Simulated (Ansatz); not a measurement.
Worked example: relaxation of the atoms of InP (R3m, 2 atoms in the cell) in Ansatz (an electronic-structure program).

Computed with LDA (PW92), PAW files made with PBE (plane waves; Ansatz).

The change in words: one atom moved by 0.15 angstrom; relax: default → atoms; relax.f_tol: default → 0.02 eV/Å. Reference geometry:
```xyz
2
Lattice="0.0000 2.9262 2.9262 2.9262 0.0000 2.9262 2.9262 2.9262 0.0000" Properties=species:S:1:pos:R:3 pbc="T T T"
In     0.0000     0.0000     0.0000
P      1.4631     1.4631     1.4631
```

Reference input (self-consistent single point, DFT, LDA (PW92), plane waves, PAW files made with PBE): basis.ecutwfc = 420 eV; kpoints.mp_grid.grid = 7 7 7; hamiltonian.xc = lda; hamiltonian.pseudopotentials = {kind: paw} (the program's default PAW files); scf.occupations.method = fermi_dirac; scf.occupations.width = 0.02 eV. This run's input differs from it in these lines:

```diff
@@ -7,3 +7,3 @@
   atoms:
-    - { symbol: In, position: [0.00000000, 0.00000000, 0.00000000] }
+    - { symbol: In, position: [0.01479800, 0.01479800, 0.01479800] }
     - { symbol: P, position: [0.25000000, 0.25000000, 0.25000000] }
@@ -23,2 +23,4 @@
     width: 0.02
+relax:
+  f_tol: 0.02
 output:
```

Output, abridged:

```
   [... SCF lines of the steps left out ...]
relax step   1: F+E_penalty+E_count = -6183.48938454 eV  Δ(F+E_penalty+E_count) = +0.000e0 eV  max|allowed force component| = 8.992e-1 eV/Å  Δτ_max = 0.0000 Å  (6 SCF iters, dr2 threshold 1.00e-5 eV, accepted)
relax step   2: F+E_penalty+E_count = -6183.59422583 eV  Δ(F+E_penalty+E_count) = -1.048e-1 eV  max|allowed force component| = 1.196e-1 eV/Å  Δτ_max = 0.0626 Å  (5 SCF iters, dr2 threshold 5.05e-5 eV, accepted)
relax step   3: F+E_penalty+E_count = -6183.59676055 eV  Δ(F+E_penalty+E_count) = -2.535e-3 eV  max|allowed force component| = 6.565e-4 eV/Å  Δτ_max = 0.0123 Å  (4 SCF iters, dr2 threshold 8.94e-7 eV, accepted)
relax step   4: F+E_penalty+E_count = -6183.59676057 eV  Δ(F+E_penalty+E_count) = -2.561e-8 eV  max|allowed force component| = 6.729e-4 eV/Å  Δτ_max = 0.0000 Å  (2 SCF iters, accepted)
the relaxation is at rest under the 6 symmetry operations that the run kept from its start: a minimum is not shown …
Stability not checked: this state was not tested for a lower state beside it, because too few of the mixer's solves of this state at the end of the SCF gave a …
Free energy (F): -6183.596761 eV
Internal energy: -6183.596761 eV  (E = F + TS)
E sigma→0 (E₀):  -6183.596761 eV
Entropy (-TS):   -0.000000 eV (-0.000 meV/atom)
Fermi energy:    7.095741 eV
--- Forces (eV/Å), atoms counted from 1 ---
  atom   1  In    -0.00067280    -0.00067280    -0.00067280
   [... lines left out ...]
--- Relaxed structure (4 steps of the walk, 4 accepted, 0 SCFs on fresh bases) ---
  F+E_penalty+E_count = -6183.59676057 eV   max|allowed force component| = 6.729e-4 eV/Å
  atoms:
    - { symbol: In, position: [0.007406334041969837, 0.007406334041969835, 0.007406334041969836] }
    - { symbol: P, position: [0.25739166595803015, 0.25739166595803015, 0.25739166595803015] }
```

The run converged. 

Summary of the result:
```
Property                                                Result
-----------------------------------------------  -------------
Free energy E − TS (on the zero of these files)  -6183.5968 eV
Gap on the k-point mesh                                0.50 eV
Pressure                                             -0.92 GPa
Largest force (vector length)                       0.001 eV/Å
Relaxation steps                                             4
```

The starting cell has typed, rounded lattice constants, without a prior relaxation at this level. Its lattice was rescaled by up to half a per cent. For this run, on top of that: one atom moved by 0.15 angstrom. The relaxation keeps the symmetry of its start, so its end need not be a minimum. Ansatz's pressure includes its estimate of the finite-basis (Pulay) stress.

Keys are those of Ansatz 0.2.
